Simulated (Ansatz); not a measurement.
Consider CdS in the zinc blende structure (space group F-43m, No. 216; a = 5.879 Å).

Levels (all Ansatz, a first-principles code, PAW, earlier PAW set): r2SCAN (500 eV, scalar-relativistic without spin-orbit coupling); HSE06 (420 eV, without spin-orbit coupling); HSE06+SOC (420 eV, noncollinear with spin-orbit coupling).

One geometry, relaxed with r2SCAN, under each level:

The valence-band top lists the three highest levels at Γ (Kramers pairs under SOC), from the VBM.

```csv
level,band gap,lowest conduction level above the VBM at special points,valence-band top at Γ
r2SCAN,1.54 eV,Γ 1.54 eV; L 3.44 eV; X 3.89 eV,"0.00, 0.00, 0.00 eV"
HSE06,?,?,–
HSE06+SOC,?,?,?
```

Give the withheld HSE06 and HSE06+SOC results.


- HSE06, band gap: 2.10 eV
- HSE06, lowest conduction level above the VBM at special points: Γ 2.10 eV; L 4.07 eV; X 4.49 eV
- HSE06+SOC, band gap: 2.08 eV
- HSE06+SOC, lowest conduction level above the VBM at special points: Γ 2.08 eV; L 4.04 eV; X 4.47 eV
- HSE06+SOC, valence-band top at Γ: 0.00, 0.00, -0.06 eV

Single points use the geometry relaxed with r2SCAN. The spin-orbit shifts are approximate. Stability against distortions was not tested.
